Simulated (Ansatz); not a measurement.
# CdS, pressure series

Take CdS in the zinc blende structure (space group F-43m, No. 216; a = 5.878 Å) as the base.

Cell and atoms are relaxed at each pressure.

Computed with Kohn–Sham DFT with the r2SCAN functional, run in Ansatz (a quantum-chemistry and plane-wave program) with PAW and 500 eV plane waves, no SOC.

```
pressure (GPa)  band gap (eV)
--------------  -------------
-2                       1.46
-1                          ?
0                        1.54
3                        1.64
7                        1.75
15                       1.90
```

**Question.** Fit E_g = E₀ + αP + βP² to the rows shown and predict the withheld row.

**Answer.** Least squares on the printed values gives E₀ = 1.54 eV, α = 36.2 meV/GPa, β = -0.81 meV/GPa² (largest residual 0.00 eV); this predicts 1.50 eV, and the run gives 1.50 eV, in agreement.

Load acts through the strain it causes; cell and atoms are relaxed under it. Stability against distortions was not tested. Tetrahedral semiconductors of this kind turn to denser phases somewhere between about 1 and 50 GPa; those were not computed, so compressed cells here can lie past the real transition.
